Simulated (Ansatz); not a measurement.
The starting structures come from a database of crystals and need not be the phases stable at ambient conditions.

 Where the default PAW files enter, the runs use the earlier of Ansatz's two default sets.

Data:

```
CELL_PARAMETERS angstrom
      4.22147     0.00000     0.00000
     -2.11074     3.65590     0.00000
      0.00000     0.00000     6.81672
ATOMIC_POSITIONS crystal
  Mg 0.66667 0.33333 0.49831
  Mg 0.33333 0.66667 0.99831
  Se 0.66667 0.33333 0.87669
  Se 0.33333 0.66667 0.37669
```

Space group of this cell: P6_3mc, wurtzite. The cell is taken as given.

Calculation: r2SCAN (plane waves, PAW; Ansatz, a quantum-chemistry and plane-wave program).

The current runs along the normal of the first two printed vectors; no spin-orbit coupling. Scaled by the factor s: both lengths across the current (ions clamped). Meshes 12×12×6 and 12×12 across the current in all rows.

| s | mean pressure (GPa) | band gap (eV) |
|---|---|---|
| 0.98 | 2.2 | ? |
| 1.00 | 0.0 | 3.36 |
| 1.02 | -1.8 | 3.15 |

**Question.** Take the slope of the band gap against ln s from the two given rows, extrapolate to s = 0.98, and say what the run there gives.

**Answer.** Slope = (3.15 − 3.36) / ln 1.02 = -10.6 eV. The line gives 3.36 + (-10.6) × ln 0.98 = 3.57 eV. The run gives 3.58 eV, 0.01 eV over the line, 3 % of the predicted step.
